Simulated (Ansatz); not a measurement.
Input and output of a self-consistent single point for BaSn3Pd (I4mm, 5 atoms in the cell) (Ansatz, a first-principles code).

Method of the run: LDA (PW92), PAW files made with PBE (plane waves; Ansatz).

```
CELL_PARAMETERS angstrom
     -2.46837     2.46837     5.63511
      2.46837    -2.46837     5.63511
      2.46837     2.46837    -5.63511
ATOMIC_POSITIONS crystal
  Ba 0.99999 0.99999 0.00000
  Sn 0.24954 0.74954 0.50000
  Sn 0.74954 0.24954 0.50000
  Sn 0.41256 0.41256 0.00000
  Pd 0.65038 0.65038 0.00000
```

Reference input (self-consistent single point, DFT, LDA (PW92), plane waves, PAW files made with PBE): basis.ecutwfc = 420 eV; kpoints.mp_grid.grid = 5 5 5; hamiltonian.xc = lda; hamiltonian.pseudopotentials = {kind: paw} (the program's default PAW files); scf.occupations.method = fermi_dirac; scf.occupations.width = 0.05 eV. This run's input differs from it in these lines:

Ansatz 0.2 input:
```diff
@@ -15,3 +15,3 @@
 kpoints:
-  mp_grid: { grid: [5, 5, 5] }
+  mp_grid: { grid: [4, 4, 4] }
 hamiltonian:
```

Output, abridged:

```
SCF iter   1: F=—  HF=-30284.158211 eV  |F-HF|=—  |Δ(HF+E_count)|=         —  Δρ=2.84e-1  dr2=2.46e2  ethr=3.10e-3  ⟨swp⟩=14.1  Hψ=3200  notcnv=0
all-band conjugate gradients solve this SCF's bands
preconditioner: auto → Kerker (q_TF=auto, 2.438 Å⁻¹)
SCF iter   2: F=—  HF=-30269.001079 eV  |F-HF|=—  |Δ(HF+E_count)|=    1.52e1  Δρ=8.14e-2  dr2=2.09e1  ethr=3.10e-3  ⟨swp⟩=5.8  Hψ=1529  notcnv=0  defer=1
   [... lines left out ...]
SCF iter   7: F=—  HF=-30266.669213 eV  |F-HF|=—  |Δ(HF+E_count)|=   1.68e-3  Δρ=3.94e-4  dr2=6.03e-4  ethr=1.46e-5  ⟨swp⟩=2.0  Hψ=674  notcnv=0  defer=11
SCF iter   8: F=—  HF=-30266.669129 eV  |F-HF|=—  |Δ(HF+E_count)|=   8.34e-5  Δρ=1.39e-4  dr2=8.77e-5  ethr=8.61e-7  ⟨swp⟩=1.9  Hψ=626  notcnv=0  defer=11
SCF iter   9: F=—  HF=-30266.669047 eV  |F-HF|=—  |Δ(HF+E_count)|=   8.25e-5  Δρ=1.66e-5  dr2=1.08e-6  ethr=1.25e-7  ⟨swp⟩=2.0  Hψ=673  notcnv=0  defer=11
SCF iter  10: F=-30266.669047 eV  HF=-30266.669047 eV  |F-HF|=6.38e-8  |Δ(HF+E_count)|=   6.98e-8  Δρ=4.64e-6  dr2=7.41e-8  ethr=1.43e-10  ⟨swp⟩=13.8  Hψ=3235  notcnv=0
SCF 1 converged in 10 iterations: F = -30266.669047 eV  dr2 = 7.41e-8
Free energy (F): -30266.669047 eV
Internal energy: -30266.659327 eV  (E = F + TS)
E sigma→0 (E₀):  -30266.664187 eV
Entropy (-TS):   -0.009720 eV (-1.944 meV/atom)
Fermi energy:    11.088322 eV
--- Forces (eV/Å), atoms counted from 1 ---
  atom   1  Ba     0.00000000     0.00000000    -0.06115316
  atom   2  Sn    -0.00000000     0.00000000    -0.07637912
  atom   3  Sn     0.00000000     0.00000000    -0.07637912
  atom   4  Sn    -0.00000000    -0.00000000     0.10287833
  atom   5  Pd     0.00000000     0.00000000     0.11113061
--- Stress (GPa, compression-positive) ---
       -4.517985      -0.000000      -0.000000
       -0.000000      -4.517985      -0.000000
        0.000000       0.000000      -4.246224
  P = ⅓ Tr σ = -4.4274 GPa (-44.274 kbar)
  The stress holds the Pulay correction. Without it, at fixed plane waves, as pw.x and ABINIT print it: P = -4.4420 GPa
```

The run converged in 10 iterations. Against the reference run the free energy goes down by 19.5 meV/atom, the pressure goes from -3.96 to -4.43 GPa and the largest force goes from 0.073 to 0.111 eV/Å.

The starting cell comes from a database of computed structures (which also holds hypothetical and non-ambient phases and stackings), without a prior relaxation at this level. Spin polarisation is off. With a pressure of about -4 GPa the cell is away from its equilibrium volume at this level. Ansatz's pressure includes its estimate of the finite-basis (Pulay) stress.
